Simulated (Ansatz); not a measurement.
System: fluorite PtAl2. Method: PBE in Ansatz (PAW).

Settings: plane-wave cutoff 520 eV, 20×20×20 k mesh, Fermi–Dirac smearing 0.09 eV (set by the program), scalar-relativistic PAW data made under PBE.

Computed at the level's own relaxed cell.

```
Al2Pt
1.0
    0.00000     2.97311     2.97311
    2.97311     0.00000     2.97311
    2.97311     2.97311     0.00000
Al Pt
2 1
Direct
  0.25000   0.25000   0.25000
  0.75000   0.75000   0.75000
  0.00000   0.00000   0.00000
```

Problem. Give the elastic tensor (Voigt notation, GPa, ions relaxed, in the Cartesian axes of the cell as printed).

Solution. 
```
  171.6   108.2   108.2     0.0     0.0     0.0
  108.2   171.6   108.2     0.0     0.0     0.0
  108.2   108.2   171.6     0.0     0.0     0.0
    0.0     0.0     0.0    44.6     0.0     0.0
    0.0     0.0     0.0     0.0    44.6     0.0
    0.0     0.0     0.0     0.0     0.0    44.6
```

Spin–orbit coupling is not included.

Ansatz is a quantum-chemistry and plane-wave program.
